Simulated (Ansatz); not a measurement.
Take MoS2 in the 2H-MoS2 type structure (space group P6_3/mmc, No. 194; a = 3.109 Å, c = 11.709 Å; layered, stacked along the Cartesian z axis) as the base.

The values are results of PBEsol-D3(BJ) in Ansatz (plane waves to 420 eV, PAW, spin-orbit coupling left out), not measurements.

For the base:

- Band gap = 0.52 eV
- Hole mass = 1.1 mₑ along c, 0.50 mₑ across (at Γ)
- c/a ratio = 3.766
- Shortest interatomic distance = 2.380 Å
- Density = 5.42 g/cm³

One thing is altered: every S is replaced by Se; the structure is relaxed again.

Tabulated Pauling electronegativity and covalent radius: S 2.58, 1.05 Å; Se 2.55, 1.20 Å.

Task: What does the calculation give for the band gap, hole mass, c/a ratio, shortest interatomic distance and density after the change?

Result: The band gap rises by 0.02 eV, from 0.52 eV to 0.54 eV; the hole mass goes from 1.1 mₑ along c, 0.50 mₑ across (at Γ) to 2.1 mₑ along c, 0.63 mₑ across (at Γ); the c/a ratio goes up by 0.0595 (3.766 → 3.826); the shortest interatomic distance grows by 0.1224 Å to 2.503 Å; the density goes up by 2.143 g/cm³, from 5.42 g/cm³ to 7.57 g/cm³.

Effective masses come from finite differences of ±0.01 Å⁻¹. Stability against distortions was not tested.

Ansatz is a quantum-chemistry and plane-wave program.
